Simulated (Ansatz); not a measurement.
Ansatz (a first-principles code) run on LuTlSe2 (R3m, 4 atoms in the cell): self-consistent single point.

Method of the run: LDA (PW92), default PAW files made with PBE (plane waves; Ansatz).

The change in words: lattice scaled by 0.98; basis.ecutwfc: 420 eV → 460 eV. Reference geometry:
```yaml
crystal:
  lattice:
    - [2.04566, 1.18107, 7.76154]
    - [-2.04566, 1.18107, 7.76154]
    - [0.00000, -2.36213, 7.76154]
  atoms:
    - { symbol: Lu, position: [0.00215, 0.00215, 0.00215] }
    - { symbol: Tl, position: [0.50000, 0.50000, 0.50000] }
    - { symbol: Se, position: [0.73314, 0.73314, 0.73314] }
    - { symbol: Se, position: [0.26686, 0.26686, 0.26686] }
```

Reference input (self-consistent single point, DFT, LDA (PW92), plane waves, default PAW files made with PBE): basis.ecutwfc = 420 eV; kpoints.mp_grid.grid = 5 5 5; hamiltonian.xc = lda; hamiltonian.pseudopotentials = {kind: paw} (the program's default PAW files); scf.occupations.method = fixed. This run's input differs from it in these lines:

Ansatz 0.2 input:
```diff
@@ -2,12 +2,12 @@
   lattice:
-    - [2.045664, 1.181065, 7.761538]
-    - [-2.045664, 1.181065, 7.761538]
-    - [0.000000, -2.362129, 7.761538]
+    - [2.004751, 1.157444, 7.606307]
+    - [-2.004751, 1.157444, 7.606307]
+    - [0.000000, -2.314886, 7.606307]
   atoms:
-    - { symbol: Lu, position_ang: [0.000000, 0.000000, 0.049992] }
-    - { symbol: Tl, position_ang: [0.000000, 0.000001, 11.642307] }
-    - { symbol: Se, position_ang: [0.000000, 0.000001, 17.070812] }
-    - { symbol: Se, position_ang: [-0.000000, 0.000000, 6.213802] }
+    - { symbol: Lu, position_ang: [0.000000, 0.000000, 0.048992] }
+    - { symbol: Tl, position_ang: [0.000000, 0.000001, 11.409460] }
+    - { symbol: Se, position_ang: [-0.000000, 0.000001, 16.729395] }
+    - { symbol: Se, position_ang: [-0.000000, 0.000001, 6.089526] }
 basis:
-  ecutwfc: 420.0
+  ecutwfc: 460.0
 kpoints:
```

Output, abridged:

```
SCF iter   1: F=—  HF=-36411.273007 eV  |F-HF|=—  |Δ(HF+E_count)|=         —  Δρ=4.44e-3  dr2=1.46e-2  ethr=1.77e-3  ⟨swp⟩=5.1  Hψ=2919  notcnv=0  defer=73
all-band conjugate gradients solve this SCF's bands
preconditioner: auto → Resta (q_TF=auto, 2.546 Å⁻¹)
SCF iter   2: F=—  HF=-36411.267211 eV  |F-HF|=—  |Δ(HF+E_count)|=   5.80e-3  Δρ=2.48e-3  dr2=4.33e-3  ethr=2.09e-5  ⟨swp⟩=3.3  Hψ=1881  notcnv=0  defer=95
   [... lines left out ...]
SCF iter   5: F=—  HF=-36411.266093 eV  |F-HF|=—  |Δ(HF+E_count)|=   5.11e-5  Δρ=9.53e-5  dr2=1.30e-5  ethr=3.01e-7  ⟨swp⟩=2.7  Hψ=1551  notcnv=0  defer=92
SCF iter   6: F=—  HF=-36411.266093 eV  |F-HF|=—  |Δ(HF+E_count)|=   2.80e-7  Δρ=3.83e-5  dr2=1.86e-6  ethr=1.86e-8  ⟨swp⟩=2.0  Hψ=1430  notcnv=0  defer=77
SCF iter   7: F=—  HF=-36411.266093 eV  |F-HF|=—  |Δ(HF+E_count)|=   2.94e-7  Δρ=1.13e-5  dr2=1.75e-7  ethr=2.65e-9  ⟨swp⟩=2.2  Hψ=1431  notcnv=0  defer=77
SCF iter   8: F=-36411.266093 eV  HF=-36411.266093 eV  |F-HF|=5.61e-9  |Δ(HF+E_count)|=   6.90e-8  Δρ=5.18e-6  dr2=2.83e-8  ethr=1.43e-10  ⟨swp⟩=15.0  Hψ=5990  notcnv=0
SCF 1 converged in 8 iterations: F = -36411.266093 eV  dr2 = 2.83e-8
Free energy (F): -36411.266093 eV
Internal energy: -36411.266093 eV  (E = F + TS)
E sigma→0 (E₀):  -36411.266093 eV
Fermi energy:    10.070505 eV
--- Forces (eV/Å), atoms counted from 1 ---
  atom   1  Lu     0.00000000    -0.00000002    -0.49590043
  atom   2  Tl     0.00000000     0.00000001     0.13451803
  atom   3  Se    -0.00000000     0.00000002     0.42999425
  atom   4  Se     0.00000000    -0.00000000    -0.06857932
--- Stress (GPa, compression-positive) ---
       -0.733415       0.000000       0.000000
        0.000000      -0.733415      -0.000000
        0.000000      -0.000000      -1.008514
  P = ⅓ Tr σ = -0.8251 GPa (-8.251 kbar)
  The stress holds the Pulay correction. Without it, at fixed plane waves, as pw.x and ABINIT print it: P = -0.8432 GPa
```

The run converged in 8 iterations. Against the reference run the free energy goes down by 25.5 meV/atom, the pressure goes from -3.83 to -0.83 GPa, the largest force goes from 0.444 to 0.496 eV/Å and the gap on the mesh goes from 1.118 to 0.983 eV.

The starting cell comes from a database of computed structures (which also holds hypothetical and non-ambient phases and stackings), without a prior relaxation at this level. Its lattice was rescaled by up to half a per cent. One atom was moved a little off its site on purpose. For this run, on top of that: lattice scaled by 0.98. Spin-orbit coupling is off. Ansatz's pressure includes its estimate of the finite-basis (Pulay) stress.
